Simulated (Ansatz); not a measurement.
# SiC, response to strain

The reference is SiC in the zinc blende structure (space group F-43m, No. 216; a = 4.356 Å). Axes: x, y, z lie along the cube axes.

Strains are applied to the cell and any free atomic positions relax; under biaxial strain the out-of-plane vector relaxes too.

Method: r2SCAN, PAW, 500 eV (Ansatz, an electronic-structure program; no spin-orbit coupling).

Notes on the quantities. pressure: mean of the normal stresses, compression positive.

| variant | band gap | out-of-plane strain | pressure |
|---|---|---|---|
| base | 1.71 eV | – | 0.00 GPa |
| biaxial strain −3.00 %, plane normal [001], relaxed out of plane | 1.41 eV | +1.88 % | 10.24 GPa |
| biaxial strain −2.50 %, plane normal [001], relaxed out of plane | 1.46 eV | +1.58 % | 8.38 GPa |
| biaxial strain −2.00 %, plane normal [001], relaxed out of plane | ? | +1.27 % | 6.59 GPa |
| biaxial strain −1.50 %, plane normal [001], relaxed out of plane | 1.56 eV | +0.96 % | ? |
| biaxial strain −1.00 %, plane normal [001], relaxed out of plane | ? | +0.64 % | 3.18 GPa |
| biaxial strain −0.50 %, plane normal [001], relaxed out of plane | ? | +0.32 % | 1.57 GPa |

**Question.** Complete the table.

**Answer.** 
- biaxial strain −2.00 %, plane normal [001], relaxed out of plane, band gap: 1.51 eV
- biaxial strain −1.50 %, plane normal [001], relaxed out of plane, pressure: 4.86 GPa
- biaxial strain −1.00 %, plane normal [001], relaxed out of plane, band gap: 1.61 eV
- biaxial strain −0.50 %, plane normal [001], relaxed out of plane, band gap: 1.66 eV

No phonon test of stability was made.
